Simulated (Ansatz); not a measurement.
Base system: TiAl (space group P4/mmm, No. 123).

```
TiAl
1.0
    2.81292     0.00000     0.00000
    0.00000     2.81292     0.00000
    0.00000     0.00000     4.05841
Al Ti
1 1
Direct
  0.50000   0.50000   0.50000
  0.00000   0.00000   0.00000
```

Level of theory: plane-wave PAW DFT at the r2SCAN level (Ansatz, a first-principles code, 500 eV), no spin-orbit coupling.

For the base:

| Quantity | Result |
|---|---|
| Pressure | 0.0 GPa |

One thing is altered: an isotropic linear strain of +1.07 %; the atoms relax in the strained cell.

Q: Estimate the effect on the energy relative to the base.

A: The energy rises by 6.0 meV/atom.

Q: What happens to the pressure?

A: The pressure (mean of the normal stresses, compression positive) goes from zero to -3.6 GPa.

Whether these cells are dynamically stable was not tested. The final runs are not spin-polarised.
